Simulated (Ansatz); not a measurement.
Consider SiC (space group P6_3mc, No. 186).

```
SiC
1.0
    3.07890     0.00000     0.00000
   -1.53945     2.66641     0.00000
    0.00000     0.00000    15.10688
Si C
6 6
Direct
  0.00000   0.00000   0.99982
  0.00000   0.00000   0.49982
  0.66667   0.33333   0.83310
  0.33333   0.66667   0.33310
  0.66667   0.33333   0.16660
  0.33333   0.66667   0.66660
  0.00000   0.00000   0.87447
  0.00000   0.00000   0.37447
  0.66667   0.33333   0.70810
  0.33333   0.66667   0.20810
  0.66667   0.33333   0.04161
  0.33333   0.66667   0.54161
```

Cartesian axes are those of the cell as printed.

Computed with PBEsol, PAW, 420 eV (Ansatz, a quantum-chemistry and plane-wave program; no spin-orbit coupling).

Base values:

The shortest interatomic distance comes out as 3.561 bohr.

Perturbation: biaxial strain +1.02 %, plane normal [001], relaxed out of plane (Cartesian); in-plane vectors clamped, the third vector and the atoms free.

Problem. How does this affect the in-plane stress?

Solution. The mean in-plane stress (compression positive) comes out as -5.8 GPa.

Problem. What does the calculation give for the out-of-plane strain after the change?

Solution. The out-of-plane strain amounts to -0.22 %.

Problem. Predict the new shortest interatomic distance.

Solution. The shortest interatomic distance increases by 0.0116 bohr, from 3.561 bohr to 3.572 bohr.

Stability against distortions was not tested.
